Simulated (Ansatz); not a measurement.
# MoS2, response to strain

Base system: MoS2 (space group P6_3/mmc, No. 194; layered, stacked along the Cartesian z axis).

MoS2 is taken in the hexagonal space group P6₃/mmc (No. 194), Pearson symbol hP6. Conventional cell: a = b = 3.1493 Å, c = 12.0895 Å, α = β = 90.00°, γ = 120.00°. Mo on 2c is surrounded by 6 S at 2.400 Å (trigonal prismatic). S on 4f is surrounded by 3 Mo at 2.400 Å (trigonal pyramidal). (Neighbours: up to the widest gap in distance over summed covalent radii, below 1.35, at either atom; cation-cation and far metal-metal contacts left out.)

Strains are applied to the cell and any free atomic positions relax.

All numbers come from PBE-D3(BJ) (Ansatz, a program for electronic structure; PAW; 420 eV plane waves; no spin-orbit coupling).

Candidates:
(a) isotropic strain −1.80 %
(b) isotropic strain −3.00 %
(c) isotropic strain −0.60 %

Before the change:

```
Item       Result
--------  -------
Band gap  0.77 eV
```

### Question
Order them by band gap, lowest first.

### Answer
(b) isotropic strain −3.00 % (0.55 eV), (a) isotropic strain −1.80 % (0.65 eV), (c) isotropic strain −0.60 % (0.74 eV)

Whether these cells are dynamically stable was not tested.
